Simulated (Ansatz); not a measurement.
## CrCuO2 (space group R-3m, No. 166; ferromagnetic)

CrCuO$_{2}$ is taken in the trigonal space group R-3m, hexagonal axes (No. 166), Pearson symbol hR4. Conventional cell: a = 2.995 Å, b = 2.995 Å, c = 16.905 Å, α = 90.00°, β = 90.00°, γ = 120.00°. Cu on 3a sees 2 O at 1.825 Å (linear). Cr on 3b sees 6 O at 1.994 Å (octahedral). O on 6c is surrounded by 1 Cu at 1.825 Å and 3 Cr at 1.994 Å (tetrahedral). (Neighbours: up to the widest gap in distance over summed covalent radii, below 1.35, at either atom; cation-cation and far metal-metal contacts left out.)
(The calculation used a cell of 4 atoms; values per cell refer to that cell.)

Method: PBEsol+U (U_eff on d states: Cr 3.70 eV), PAW, 420 eV (Ansatz, an electronic-structure program; without spin-orbit coupling). Γ-centred 13×13×13 mesh, Fermi–Dirac width 0.05 eV.

The volume per atom comes out as 10.94 Å³ and the density is 5.60 g/cm³. The band gap comes out as 1.48 eV, indirect, T–H₂ (94 % along) → k = (0.077, 0.385, 0.385) in the run's primitive reciprocal basis and the magnetic state is ferromagnetic. The total energy is -2764.537 eV/atom (σ→0; compares only within this code and set-up).

The magnetic state is the one reached from the starting moments; the real material's order can differ, and small cells can't hold many antiferromagnetic ones. Whether these cells are dynamically stable was not tested. The U values are a database's picks, fitted on other projectors than the ortho-atomic ones used here.
